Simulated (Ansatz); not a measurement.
Take WSi$_{2}$ (space group I4/mmm, No. 139; a = 3.2289 Å, c = 7.8697 Å; relaxed with 0.1 eV smearing) as the base. Axes: x, y, z lie along a, b, c of the conventional cell.

Calculations: Kohn–Sham DFT with the PBE functional, run in Ansatz (an electronic-structure program) with PAW and 420 eV plane waves, no SOC.

Modification: uniaxial strain ε_zz = +3.00 %, all other strain components held at zero; the atoms relax in the strained cell.

### Question
Predict the stress tensor and what it implies for the stiffness.

### Answer
Stress of the strained cell less that of the base (GPa, compression positive):
```
   -2.6     0.0     0.0
    0.0    -2.6     0.0
    0.0     0.0   -13.5
```

Then −Δσ_ii/ε with ε = 0.0300 gives secant stiffness values (nonlinear terms included at this strain): C33 ≈ 449 GPa, C13 ≈ 87 GPa and C23 ≈ 87 GPa.

As a check, the harmonic strain energy −½ V₀ Δσ:ε is 17 meV/atom; the computed energy rise is 18 meV/atom.

No phonon test of stability was made. The final runs are not spin-polarised.
